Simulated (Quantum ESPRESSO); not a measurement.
## σxx against uniaxial strain in diamond-structure C (space group 227): C11 (Quantum ESPRESSO, LDA)

```
CELL_PARAMETERS angstrom
      0.00000     1.76651     1.76651
      1.74001     0.00000     1.76651
      1.74001     1.76651     0.00000
ATOMIC_POSITIONS crystal
  C  0.50000 0.50000 0.50000
  C  0.75000 0.75000 0.75000
```

Computed with LDA (PZ), GBRV 1.5 ultrasoft (LDA) pseudopotentials (plane waves; Quantum ESPRESSO). Settings: ecutwfc = 52 Ry; ecutrho = 260 Ry; occupations = smearing; smearing = fermi-dirac; degauss = 0.000734986 Ry; potentials = {C: c_lda_v1.2.uspp.F.UPF}; K_POINTS = automatic 18 18 18 0 0 0; conv_thr = 1e-10 Ry; mixing_beta = 0.3. The cell above is the first row's. The rows stretch one cube axis (x) by the strain ε and hold the other two. Stress is positive in tension. In all rows fractional positions and the k mesh are held.

| ε (%) | σxx (GPa) |
|---|---|
| -1.5 | -16.73 |
| -1.0 | -11.05 |
| -0.5 | -5.45 |
| 0.0 | 0.09 |
| 0.5 | 5.55 |
| 1.0 | 10.94 |
| 1.5 | 16.27 |
| 2.0 | ? |

Taking a parabola for σxx over the 7 complete rows: Least squares gives σxx = 0.087 + 10.9986·ε - 0.1410·ε². Residuals (row less fit): -0.002, 0.003, -0.002, 0.003, -0.001, -0.005, 0.002; standard error 0.004 (degrees of freedom: 4). The slope at ε = 0, 10.9986 GPa per cent, gives C11 ≈ 100 × 10.9986 = 1100 GPa, for the static lattice.

Question: Predict the withheld σxx at ε = 2.0 from the fit, and compare with the calculation.

Answer: σxx = 0.087 + 10.9986 × 2.0 - 0.1410 × 2.0² = 21.520 GPa. The calculation gives 21.52 GPa, which the fit meets to the printed digits. The row lies outside the fitted rows, so this is an extrapolation. From the scatter of the fitted rows alone, a prediction at this place has a standard error of 0.007 GPa, so the miss is 0.0 times that.

Carrying the step between the two nearest rows on in a straight line would have given 21.60, off by 0.08; series whose last step already gives the withheld value aren't shown. The reference cell has the volume at which an earlier scan in this program and functional put its minimum by a fit. The runs keep the symmetry of the cell, so they don't test it for distortions. The unstrained cell stands at a pressure of -0.09 GPa, and the constants belong to that pressure. By symmetry this strain leaves no force on the atoms; the largest in the rows is 0.000 eV/Å. Cutoffs and mesh are single choices, not tested for convergence of this quantity. Series with a scatter that would blur these digits, or in which a gap closes, are not shown. Strain series were run only where this level's volume lies within 10 % of a first guess from the measured size.
